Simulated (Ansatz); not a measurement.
Consider ZnS in the wurtzite structure (space group P6_3mc, No. 186; a = 3.845 Å, c = 6.306 Å).

(Cell as relaxed with PBE.)

Levels (all Ansatz, a quantum-chemistry and plane-wave program, PAW): PBE (420 eV, spin-orbit coupling left out); r2SCAN (500 eV, scalar-relativistic without spin-orbit coupling).

Each level relaxes its own structure.

```
base                      PBE    r2SCAN
-------------------  --------  --------
volume per atom      20.18 Å³  19.59 Å³
lattice parameter a   3.845 Å   3.806 Å
band gap              2.08 eV   2.78 eV
```

Modification: a fraction x = 0.333 of the Zn sites is given to Cd, ordered in a cell of 12 atoms (starting symmetry Cc) and fully relaxed.

```csv
quantity,PBE,r2SCAN
"valence-band top at Γ (three highest levels, from the VBM)","0.00, 0.00, -0.06 eV",[?]
band gap,1.66 eV,[?]
volume per atom,21.96 Å³,[?]
```

**Question.** Given the PBE results, estimate those of r2SCAN.

**Answer.** 
- valence-band top at Γ (three highest levels, from the VBM), r2SCAN: 0.00, 0.00, -0.07 eV
- band gap, r2SCAN: 2.27 eV
- volume per atom, r2SCAN: 21.34 Å³

PBE's band gap lies 0.61 eV below r2SCAN's; PBE's volume per atom lies 0.62 Å³ above r2SCAN's (2.9 %). Neither level is exact; r2SCAN is the comparison here, not a measurement.

Each cell is one ordered arrangement of few atoms, which overstates ordering effects compared with a random alloy. Stability against distortions was not tested.
